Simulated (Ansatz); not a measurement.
# MoSi2 (space group I4/mmm, No. 139)

```cif
data_MoSi2
_chemical_formula_sum 'Mo1 Si2'
_space_group_name_H-M_alt 'P 1'
_space_group_IT_number 1
_cell_length_a 4.54659
_cell_length_b 4.54659
_cell_length_c 4.54659
_cell_angle_alpha 138.562
_cell_angle_beta 138.562
_cell_angle_gamma 60.043
loop_
_space_group_symop_operation_xyz
  'x, y, z'
loop_
_atom_site_label
_atom_site_type_symbol
_atom_site_fract_x
_atom_site_fract_y
_atom_site_fract_z
_atom_site_occupancy
Mo1 Mo 0.00000 0.00000 0.00000 1
Si1 Si 0.33511 0.33511 0.00000 1
Si2 Si 0.66489 0.66489 0.00000 1
```

Level of theory: PBE in Ansatz (plane waves to 420 eV, PAW, spin-orbit coupling left out), earlier PAW set. Settings: 20×20×20 k-points, 0.05 eV Fermi–Dirac smearing.

```json
{
  "volume_per_atom": "13.58 Å³",
  "density": "6.20 g/cm³",
  "band_gap": "zero",
  "total_energy": "-2076.387 eV/atom (σ→0; compares only within this code and set-up)"
}
```

No phonon test of stability was made. The final runs are not spin-polarised.

Ansatz is an electronic-structure program.
